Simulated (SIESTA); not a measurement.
Worked example: self-consistent single point of SnTe (Fm-3m, 2 atoms in the cell) in SIESTA

Method of the run: GGA PBE, numerical atomic orbitals DZP, PseudoDojo PBE standard norm-conserving potentials (rewritten from UPF to PSML) (SIESTA).

The input file:

```
# files in the folder: Sn.psml Te.psml (PseudoDojo PBE standard)
SystemName  SnTe
SystemLabel snte

NumberOfAtoms                2
NumberOfSpecies              2
%block ChemicalSpeciesLabel
  1 50 Sn
  2 52 Te
%endblock ChemicalSpeciesLabel
LatticeConstant              4.418017 Ang
%block LatticeVectors
     0.000000000    0.707106831    0.707106831
     0.707106831    0.000000000    0.707106831
     0.707106831    0.707106831    0.000000000
%endblock LatticeVectors
AtomicCoordinatesFormat      Bohr
%block AtomicCoordinatesAndAtomicSpecies
     0.000000000    0.000000000    0.000000000  1
     5.903523311    5.903523311    5.903523311  2
%endblock AtomicCoordinatesAndAtomicSpecies

XC.functional                GGA
XC.authors                   PBE
PAO.BasisSize                DZP
PAO.EnergyShift              0.005 Ry
MeshCutoff                   400 Ry
%block kgrid.MonkhorstPack
    6   0   0  0.0
    0   6   0  0.0
    0   0   6  0.0
%endblock kgrid.MonkhorstPack
OccupationFunction           MP
OccupationMPOrder            0
ElectronicTemperature        0.136 eV

MaxSCFIterations             150
SCF.Mixer.Method             Pulay
SCF.Mixer.Weight             0.25
SCF.Mixer.History            6
SCF.DM.Tolerance             1.0E-04
Diag.ParallelOverK           true
WriteForces                  true
```

Output, abridged:

```
reinit: Reading from file input.fdf

reinit: System Name: SnTe
reinit: System Label: snte

coor:   Atomic-coordinates input format  =     Cartesian coordinates
coor:                                            (in Bohr units)

siesta: Atomic coordinates (Bohr) and species
siesta:      0.00000   0.00000   0.00000  1        1
siesta:      5.90352   5.90352   5.90352  2        2

siesta: System type = bulk

initatomlists: Number of atoms, orbitals, and projectors:      2    36    65

siesta: ******************** Simulation parameters ****************************
redata: Spin configuration                          = none
redata: Time-Reversal Symmetry                      = T
redata: Number of Atomic Species                    =        2
redata: Mesh Cutoff                                 =   400.0000 Ry
redata: Net charge of the system                    =     0.0000 |e|
redata: Min. number of SCF Iter                     =        0
redata: Max. number of SCF Iter                     =      150
redata: SCF convergence failure will abort job
redata: SCF mix quantity                            = Hamiltonian
redata: Mix DM or H after convergence               =   F
redata: Recompute H after scf cycle                 =   F
redata: Mix DM in first SCF step                    =   T
redata: No kicks to SCF
redata: DM Mixing Weight for Kicks                  =     0.5000
redata: Require Harris convergence for SCF          =   F
redata: Harris energy tolerance for SCF             =     0.000100 eV
redata: Require DM convergence for SCF              =   T
redata: DM tolerance for SCF                        =     0.000100
redata: Require EDM convergence for SCF             =   F
redata: EDM tolerance for SCF                       =     0.001000 eV
redata: Require H convergence for SCF               =   T
redata: Hamiltonian tolerance for SCF               =     0.001000 eV
redata: Require (free) Energy convergence for SCF   =   F
redata: (free) Energy tolerance for SCF             =     0.000100 eV
redata: Using DFT-D3 dispersion                     =   F
redata: Using Saved Data (generic)                  =   F
redata: Method of Calculation                       = Diagonalization
redata: Electronic Temperature                      =  1578.2145 K
redata: Number of TDED substeps                     =        3
redata: Dynamics option                             = Single-point calculation
redata: Save all siesta data in one NC              =   F
redata: ***********************************************************************

%block SCF.Mixers
  Pulay
%endblock SCF.Mixers

%block SCF.Mixer.Pulay
  # Mixing method
  method pulay
  variant stable

  # Mixing options
  weight 0.2500
  weight.linear 0.2500
  history 6
%endblock SCF.Mixer.Pulay

DM_history_depth set to one: no extrapolation allowed by default for geometry relaxation
Size of DM history Fstack: 1
Total number of electrons:    30.000000
Total ionic charge:    30.000000

* ProcessorY, Blocksize:    1  37

* Orbital distribution balance (max,min):    36    36

k-point displ. along   1 input, could be:     0.00    0.50
k-point displ. along   2 input, could be:     0.00    0.50
k-point displ. along   3 input, could be:     0.00    0.50
 Kpoints in:          144 . Kpoints trimmed:          132

siesta: k-grid: Number of k-points = 132
siesta: k-points from Monkhorst-Pack grid
siesta: k-cutoff (effective) =    13.254 Ang
siesta: k-point supercell and displacements
siesta: k-grid:     6     0     0      0.000
siesta: k-grid:     0     6     0      0.000
siesta: k-grid:     0     0     6      0.000

diag: Algorithm                                     = D&C
diag: Parallel over k                               =   F
diag: Use parallel 2D distribution                  =   F
diag: Parallel block-size                           = 37
diag: Parallel distribution                         =     1 x     1
diag: Used triangular part                          = Lower
diag: Absolute tolerance                            =  0.100E-15
diag: Orthogonalization factor                      =  0.100E-05
diag: Memory factor                                 =  1.0000

superc: Internal auxiliary supercell:     7 x     7 x     7  =     343
superc: Number of atoms, orbitals, and projectors:    686  12348  22295

                        Single-point calculation

superc: Internal auxiliary supercell:     7 x     7 x     7  =     343
superc: Number of atoms, orbitals, and projectors:    686  12348  22295

outcell: Unit cell vectors (Ang):
        0.000000    3.124010    3.124010
        3.124010    0.000000    3.124010
        3.124010    3.124010    0.000000

outcell: Cell vector modules (Ang)   :    4.418017    4.418017    4.418017
outcell: Cell angles (23,13,12) (deg):     60.0000     60.0000     60.0000
outcell: Cell volume (Ang**3)        :     60.9772
new_DM -- step:     1
Initializing Density Matrix...

Attempting to read DM from file... Failed...
DM filled with atomic data:

InitMesh: MESH = 48 x 48 x 48 = 110592
InitMesh: Mesh cutoff (required, used) =   400.000   489.351 Ry

stepf: Methfessel-Paxton step function
       Using Hermite-Gauss polynomials of order  0

        iscf     Eharris(eV)        E_KS(eV)     FreeEng(eV)     dDmax    Ef(eV) dHmax(eV)
   scf:    1    -4995.355724    -4995.905363    -4995.907039  0.557564 -3.246191  2.328024
   scf:    2    -4996.002040    -4995.956330    -4995.958282  0.053371 -3.304118  1.433312
   scf:    3    -4996.006688    -4995.986030    -4995.988438  0.086145 -3.401516  0.364096
   scf:    4    -4995.988366    -4995.987564    -4995.990103  0.014754 -3.421183  0.017871
   scf:    5    -4995.987464    -4995.987544    -4995.990066  0.002471 -3.413517  0.052115
   scf:    6    -4995.987605    -4995.987586    -4995.990121  0.001065 -3.415570  0.004668
   scf:    7    -4995.987582    -4995.987584    -4995.990122  0.000197 -3.415622  0.000194
   scf:    8    -4995.987584    -4995.987584    -4995.990122  0.000015 -3.415648  0.000168

SCF Convergence by DM+H criterion
max |DM_out - DM_in|         :     0.0000146778
max |H_out - H_in|      (eV) :     0.0001675089
SCF cycle converged after 8 iterations

Using DM_out to compute the final energy and forces

siesta: E_KS(eV) =            -4995.9876

siesta: E_KS - E_eggbox =     -4995.9876

siesta: Atomic forces (eV/Ang):
     1   -0.000000   -0.000000   -0.000000
     2   -0.000000   -0.000000   -0.000000
   Tot   -0.000000   -0.000000   -0.000000
   Max    0.000000
   Res    0.000000    sqrt( Sum f_i^2 / 3N )
   Max    0.000000    constrained

Stress tensor Voigt[x,y,z,yz,xz,xy] (kbar):      -46.93      -46.93      -46.93       -0.23       -0.23       -0.23
(Free)E + p*V (eV/cell)    -4994.2042
Target enthalpy (eV/cell)    -4995.9901

siesta: Program's energy decomposition (eV):
siesta: Ebs     =      -756.525939
siesta: Eions   =      4930.880723
siesta: Ena     =       237.266962
siesta: Ekin    =      2817.443004
siesta: Enl     =     -1859.668043
siesta: Eso     =         0.000000
siesta: Edftu   =         0.000000
siesta: DEna    =         7.809573
siesta: DUscf   =         0.203081
siesta: DUext   =         0.000000
siesta: Ex      =     -1196.023504
siesta: Ec      =       -72.137936
siesta: Exc     =     -1268.161439
siesta: Eharris =     -4995.987584
siesta: Etot    =     -4995.987584
siesta: FreeEng =     -4995.990122

siesta: Stress tensor (static) (eV/Ang**3):
siesta:    -0.029289   -0.000141   -0.000141
siesta:    -0.000141   -0.029289   -0.000141
siesta:    -0.000141   -0.000141   -0.029289

siesta: Cell volume =         60.977167 Ang**3

siesta: Pressure (static):
siesta:                Solid            Molecule  Units
siesta:           0.00031900          0.00031900  Ry/Bohr**3
siesta:           0.02928912          0.02928912  eV/Ang**3
siesta:          46.92634312         46.92634361  kBar
```

The run converged in 8 iterations.

The starting cell comes from a database of computed structures (which also holds hypothetical and non-ambient phases and stackings), without a prior relaxation at this level. Its lattice was rescaled by a random factor within 2.5 % of one. Values carry the incompleteness of an atom-centred basis. With a pressure of about 5 GPa the cell is away from its equilibrium volume at this level.
